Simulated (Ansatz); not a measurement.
Start from MgO in the rock salt structure (space group Fm-3m, No. 225; a = 4.214 Å).

One thing is altered: hydrostatic tension (pressure −1 GPa).

Levels (all Ansatz, a quantum-chemistry and plane-wave program, PAW): PBEsol (420 eV, spin-orbit coupling left out); HSE06 (420 eV, scalar-relativistic without spin-orbit coupling).

The geometry is relaxed with PBEsol.

| Property | Result |
|---|---|
| PBEsol band gap | 4.56 eV |

Problem. What does HSE06 give at this geometry for the band gap?

Solution. The band gap goes up by 1.84 eV (4.56 eV → 6.40 eV).

Single points use the geometry relaxed with PBEsol. Load acts through the strain it causes; cell and atoms are relaxed under it. Whether these cells are dynamically stable was not tested. The base started in Pnma and relaxed to Fm-3m at this level.
